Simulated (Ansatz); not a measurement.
# How far a parabola holds: energy against volume of L1₂ (Cu3Au-type) Cu3Au

L1₂ (Cu3Au-type) Cu3Au, treated with PBE (PAW; Ansatz, a quantum-chemistry and plane-wave program). Numerical settings: plane-wave cutoff 520 eV, 14×14×14 k mesh, Fermi–Dirac smearing 0.05 eV, no spin polarisation, scalar-relativistic PAW data made under PBE. The cell has no free parameter but its volume, all volumes share cutoff and mesh, and the runs aren't spin-polarised. Energies are free energies at the run's smearing, counted from the lowest row; static lattice.

```csv
V (Å³/atom),E (meV/atom)
12.699,?
12.969,10.33
13.239,2.45
13.509,0.00
13.779,2.32
14.050,8.85
```

Question: Using a parabola, estimate the missing E at V = 12.699 from the other rows, showing the fit.

Answer: With u = V - 13.5, the rows have u = -0.5310, -0.2610, 0.0090, 0.2790, 0.5500. Least squares gives E = 0.008 - 1.761·u + 32.843·u². Residuals (row less fit): 0.126, -0.255, 0.005, 0.247, -0.124; standard error 0.281 (degrees of freedom: 2). The fitted curve has its minimum at V = 13.5, where E = -0.02. Its curvature is d²E/dV² = 2 × 32.843 meV/Å⁶, so B = V0·d²E/dV² × 0.1602 = 142 GPa. At the withheld row, u = -0.8010, so E = 0.008 - 1.761 × (-0.8010) + 32.843 × (-0.8010)² = 22.491 meV/atom. The calculation gives 24.35 meV/atom, 1.859 meV/atom above the prediction (7.6 % of the range of E in the table). The row lies outside the fitted rows, so this is an extrapolation. From the scatter of the fitted rows alone, a prediction at this place has a standard error of 0.663 meV/atom, so the miss is 2.8 times that.

The residuals are curvature that a parabola lacks, not noise. A solid that stiffens under compression and softens on expansion lies above the parabola at the compressed end and under it at the expanded end, as this row does. A third-order Birch-Murnaghan fit to the whole scan has B0 = 142 GPa. Only scans are tabulated whose curvature falls smoothly with volume, and where the parabola meets the shown rows within 5 % of their range and misses the end by 0.1 meV or more.

Spin–orbit coupling is not included; it can shift volumes and moduli of such heavy elements.
